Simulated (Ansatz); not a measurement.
Structure of amorphous Hf₁₈O₃₉Ga₂ (periodic cell):

```yaml
crystal:
  lattice:
    - [9.42867, -0.19300, 0.17616]
    - [-0.19300, 9.04081, -0.05559]
    - [0.17616, -0.05559, 8.90756]
  atoms:
    - { symbol: Hf, position: [0.53586, 0.06971, 0.92649] }
    - { symbol: Hf, position: [0.10480, 0.28386, 0.18574] }
    - { symbol: Hf, position: [0.38988, 0.45369, 0.00909] }
    - { symbol: Hf, position: [0.58326, 0.58253, 0.39982] }
    - { symbol: Hf, position: [0.76484, 0.97895, 0.26867] }
    - { symbol: Hf, position: [0.89184, 0.76029, 0.91916] }
    - { symbol: Hf, position: [0.18380, 0.68530, 0.71056] }
    - { symbol: Hf, position: [0.53586, 0.72718, 0.80433] }
    - { symbol: Hf, position: [0.44259, 0.23657, 0.33411] }
    - { symbol: Hf, position: [0.83932, 0.36432, 0.42620] }
    - { symbol: Hf, position: [0.14820, 0.97152, 0.47220] }
    - { symbol: Hf, position: [0.47988, 0.92639, 0.50539] }
    - { symbol: Hf, position: [0.70217, 0.40907, 0.79244] }
    - { symbol: Hf, position: [0.99192, 0.69173, 0.31106] }
    - { symbol: Hf, position: [0.84395, 0.08834, 0.66983] }
    - { symbol: Hf, position: [0.04540, 0.37498, 0.83721] }
    - { symbol: Hf, position: [0.34808, 0.79731, 0.13306] }
    - { symbol: Hf, position: [0.19723, 0.04018, 0.84516] }
    - { symbol: O, position: [0.34012, 0.67332, 0.90471] }
    - { symbol: O, position: [0.42118, 0.42389, 0.46282] }
    - { symbol: O, position: [0.14919, 0.71958, 0.16172] }
    - { symbol: O, position: [0.89093, 0.21490, 0.23726] }
    - { symbol: O, position: [0.32259, 0.87535, 0.35338] }
    - { symbol: O, position: [0.57240, 0.32145, 0.99975] }
    - { symbol: O, position: [0.35876, 0.20700, 0.82702] }
    - { symbol: O, position: [0.64373, 0.34909, 0.29523] }
    - { symbol: O, position: [0.27442, 0.90096, 0.65452] }
    - { symbol: O, position: [0.76927, 0.11579, 0.47316] }
    - { symbol: O, position: [0.95683, 0.91541, 0.38305] }
    - { symbol: O, position: [0.33056, 0.29481, 0.16050] }
    - { symbol: O, position: [0.09523, 0.83923, 0.86791] }
    - { symbol: O, position: [0.16818, 0.43876, 0.01512] }
    - { symbol: O, position: [0.55025, 0.05071, 0.30569] }
    - { symbol: O, position: [0.32546, 0.99335, 0.01754] }
    - { symbol: O, position: [0.64359, 0.81288, 0.38596] }
    - { symbol: O, position: [0.86325, 0.80725, 0.13939] }
    - { symbol: O, position: [0.49043, 0.47227, 0.78651] }
    - { symbol: O, position: [0.85382, 0.38863, 0.96332] }
    - { symbol: O, position: [0.45495, 0.59713, 0.18069] }
    - { symbol: O, position: [0.06462, 0.17627, 0.96203] }
    - { symbol: O, position: [0.71253, 0.07801, 0.06501] }
    - { symbol: O, position: [0.54627, 0.85051, 0.00184] }
    - { symbol: O, position: [0.68749, 0.46679, 0.56925] }
    - { symbol: O, position: [0.20962, 0.45104, 0.69521] }
    - { symbol: O, position: [0.71301, 0.62922, 0.86692] }
    - { symbol: O, position: [0.54065, 0.94340, 0.72906] }
    - { symbol: O, position: [0.89992, 0.32560, 0.65769] }
    - { symbol: O, position: [0.09498, 0.72358, 0.51259] }
    - { symbol: O, position: [0.06666, 0.09103, 0.65917] }
    - { symbol: O, position: [0.99722, 0.59231, 0.80437] }
    - { symbol: O, position: [0.17676, 0.14776, 0.33994] }
    - { symbol: O, position: [0.03495, 0.44636, 0.33251] }
    - { symbol: O, position: [0.67954, 0.18311, 0.77672] }
    - { symbol: O, position: [0.80220, 0.57457, 0.33858] }
    - { symbol: O, position: [0.82303, 0.89669, 0.77399] }
    - { symbol: O, position: [0.47209, 0.69946, 0.58035] }
    - { symbol: O, position: [0.39350, 0.14438, 0.53666] }
    - { symbol: Ga, position: [0.74131, 0.28241, 0.10782] }
    - { symbol: Ga, position: [0.37554, 0.33909, 0.65523] }
```

Methods: PBE, scalar-relativistic without spin-orbit coupling (Ansatz, a quantum-chemistry and plane-wave program); r2SCAN, scalar-relativistic without spin-orbit coupling (Ansatz); HSE06, scalar-relativistic without spin-orbit coupling (Ansatz). Neutral PBE cell, which sets geometry, pressure and energy: sampling: a 2×2×2 Γ-centred mesh; Fermi-Dirac width 0.02 eV; no spin polarisation. Exact exchange is cut at the faces of this 9 Å cell, which leaves hybrid gaps a finite-size error.

It comes from a melt-quench run on a machine-learned potential (CHGNet), relaxed afterwards by DFT. O atoms were pushed apart under 1.9 Å during the dynamics, to hinder bonds among them. The hot cell started wider than the set density and was brought back towards it in steps. It is the lowest in DFT energy of 2 quenches. It is a model cell: composition and starting density were chosen by hand, and all elements were melted together. No dispersion term was used. Its density started from a set value of 8.70 and ended at 8.70 g/cm³. The quench (nominally 380 K/ps over its main leg) was far faster than any real one, so the model tends to hold more defects than a real film. Values belong to this one cell and scatter from quench to quench. The volume was held where the preparation left it and the shape relaxed. Cycles of charging lowered its energy after that relaxation.

Problem. Give the pressure, the energy against reference phases and the spacing of the highest filled and lowest empty levels.

Solution. 
The pressure on a 2×2×2 Γ-centred mesh is 3.0 kbar, the largest force and stress component on that mesh (the relaxation ran on the zone centre alone) is 0.11 eV/Å and 1.7 GPa and the energy relative to HfO2 (P2_1/c) + beta Ga2O3 (lowest mix at this level among the phases computed, not always the ambient ones) comes out as 173 meV/atom. The level gap on a 2×2×2 Γ-centred mesh (PBE) comes out as 4.04 eV and the level gap at the zone centre (PBE) is 4.07 eV. The level gap at the zone centre (r2SCAN) is 4.57 eV and the level gap at the zone centre (HSE06) is 5.65 eV. The distance between the nearest levels spread over more than a fifth of the atoms or a third of the atoms of their main element (six at least) (PBE, zone centre) is 4.22 eV.

Problem. At PBE and the zone centre, how localised are the states just below and above the Fermi level (participation number: the atoms over which a state spreads)?

Solution. The highest filled state is spread over 8.7 atoms' worth, largest on O42, with weights by element (charge in smoothed Voronoi cells) O 0.95, Hf 0.05, Ga 0.00. The lowest empty state is spread over 27.8 atoms' worth, largest on Hf15, with weights by element (charge in smoothed Voronoi cells) O 0.51, Hf 0.43, Ga 0.06.

At PBE the levels at the filled edge of the gap are localised (band-tail or defect states).

Neighbours within Hf-Hf 3.34 Å, Hf-O 2.52 Å, Hf-Ga 3.01 Å, O-O 1.58 Å, O-Ga 2.26 Å, Ga-Ga 2.68 Å count as bonded. Two cations that share two anions don't count as bonded, nor two that share one unless they lie closer than Hf-Hf 3.25 Å, Hf-Ga 2.93 Å, Ga-Ga 2.61 Å.

Added carriers, by PBE, scalar-relativistic without spin-orbit coupling (Ansatz) on the zone centre alone. Charged cells keep the cell fixed and stand in a uniform background, with no image correction, at a width of 0.01 eV; where the count is odd the moment is locked at 1 μB, unless the neutral cell bore moments. Each starts from the undistorted neutral geometry alone. PBE's self-interaction favours spread-out carriers, so it can miss traps that a hybrid finds.

Problem. What happens at PBE when the cell takes an extra electron and the atoms relax?

Solution. Relaxation lowers the charged cell by 0.28 eV. The largest moves are O47 0.18 Å, O28 0.15 Å, Hf16 0.14 Å, Hf15 0.14 Å. The level that holds the added charge spreads over 7.6 atoms' worth, most on Hf15 (weight 0.28): a partly localised carrier. No bond crosses its cut-off with a change of over 0.15 Å (metal-metal contacts aside). Made neutral again at that geometry, the cell lies +0.61 eV from the neutral start.

Problem. What happens at PBE when the cell takes a hole and the atoms relax?

Solution. Relaxation lowers the charged cell by 0.08 eV. The largest moves are O28 0.04 Å, Hf1 0.04 Å, O21 0.04 Å, O35 0.04 Å. The level that was emptied spreads over 11.9 atoms' worth, most on O42 (weight 0.20): a partly localised carrier. No bond crosses its cut-off with a change of over 0.15 Å (metal-metal contacts aside). Made neutral again at that geometry, the cell lies +0.11 eV from the neutral start.
